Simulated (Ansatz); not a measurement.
Base system: YN in the rock salt structure (space group Fm-3m, No. 225; a = 4.856 Å). Axes: x, y, z lie along the cube axes.

All numbers come from plane-wave PAW DFT at the PBEsol level (Ansatz, an electronic-structure program, 420 eV), no SOC.

Strains are applied to the cell and any free atomic positions relax; under biaxial strain the out-of-plane vector relaxes too.

One change was made to it. Results:

| quantity | base | after |
|---|---|---|
| energy relative to the base (free energy F) | 0 meV/atom | +13 meV/atom |
| shortest interatomic distance | 2.428 Å | 2.406 Å |
| band gap | 0.08 eV | zero |
| pressure (mean of the normal stresses, compression positive) | 0.0 GPa | -4.6 GPa |

### Question
Which of these changes matches the shifts?
A) biaxial strain −1.00 %, plane normal [001], relaxed out of plane
B) biaxial strain +2.00 %, plane normal [001], relaxed out of plane
C) biaxial strain −2.50 %, plane normal [001], relaxed out of plane
D) biaxial strain −0.50 %, plane normal [001], relaxed out of plane
E) biaxial strain +0.50 %, plane normal [001], relaxed out of plane

### Answer
B, biaxial strain +2.00 %, plane normal [001], relaxed out of plane. For comparison, the energy relative to the base in the other runs: biaxial strain +0.50 %, plane normal [001], relaxed out of plane gives +0.9 meV/atom; biaxial strain −1.00 %, plane normal [001], relaxed out of plane gives +3.6 meV/atom; biaxial strain −2.50 %, plane normal [001], relaxed out of plane gives +24 meV/atom; biaxial strain −0.50 %, plane normal [001], relaxed out of plane gives +0.9 meV/atom.

A case with no gap was solved on a k-mesh chosen for an insulator, which is coarse for it. Stability against distortions was not tested. The final runs are not spin-polarised. Gaps under 0.05 eV, about the width of the smearing, are given as zero. The zero or small gap of YN can change with the level of theory.
